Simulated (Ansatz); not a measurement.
Structures of equal composition on the (110) surface of bcc Mo: a layer of Au in place of the second plane; a layer of Au in place of the third plane. The slabs share one bottom face, and each structure is named by its start. These are constructed structures in small cells; real faces may alloy, dewet or reconstruct in larger ones, and not all known structures of the face are among them. Slabs of about 11 Å, Fermi-Dirac smearing of 0.1 eV. Bottom of the slabs: a bare face, its two planes held. Relaxed from the named starts with such symmetry as they have, on meshes of like density; energies extrapolated to zero smearing; spin only where a row says so; no spin-orbit coupling, no U. Brackets mark spin-polarised runs, whose order is one that fits the cell.

The numbers are results of PBE (plane waves to 420 eV, PAW; Ansatz, a quantum-chemistry and plane-wave program), not measurements.

Q: Order them by energy per 1x1 cell (lowest first) at the level PBE.

A: a layer of Au in place of the third plane (0.000 eV), a layer of Au in place of the second plane (0.247 eV)
